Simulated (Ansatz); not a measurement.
BN under load (space group P6_3mc), Ansatz (a first-principles code) with r2SCAN, rigid bands. Condition of this run: uniaxial stress along c of 18 GPa (compression positive) (the target of the relaxation). Band gap 5.81 eV, N_c = 1.28e19 cm⁻³ and N_v = 4.72e19 cm⁻³ at 300 K, conductivity masses along y (a = (2.54, 0.00, 0.00) Å; b = (-1.27, 2.20, 0.00) Å; c = (0.00, 0.00, 4.13) Å) of 0.502 mₑ (electrons) and 0.853 mₑ (holes). Take k_BT = 0.02585 eV.

Q: Find the intrinsic carrier density and the intrinsic Fermi level.

A: n_i = √(N_c N_v) exp(−E_g/2k_BT) = 2.46e19 × exp(−112.37) = 3.9e-30 cm⁻³. The level lies (k_BT/2) ln(N_v/N_c) = 17 meV from mid-gap (positive towards the conduction band). Each 0.1 eV added to the gap lowers n_i by a factor of 6.9.

Q: A film of it is 5 nm thick, with its normal along the direction named. Estimate the confinement energies in an infinite well.

A: ħ²π²/(2m t²) = 0.376 eV·nm²/(m/mₑ × t²) gives 30.0 meV for electrons and 17.6 meV for holes, so the gap would widen to about 5.86 eV. Finite barriers and nonparabolic bands lower this, and with several valleys or bands the heaviest mass along the normal sets the lowest level, not this average.

Q: What thermal injection velocity √(2k_BT/πm) limits a ballistic channel along the direction named?

A: 7.59e6 cm/s for electrons and 5.83e6 cm/s for holes, a ratio of √(m_h/m_e) = 1.30, for dilute carriers.

Rigid bands with the computed gap; masses take one relaxation time for all states. Spin-orbit coupling is left out. Geometry: cell and atoms relaxed with PBEsol.
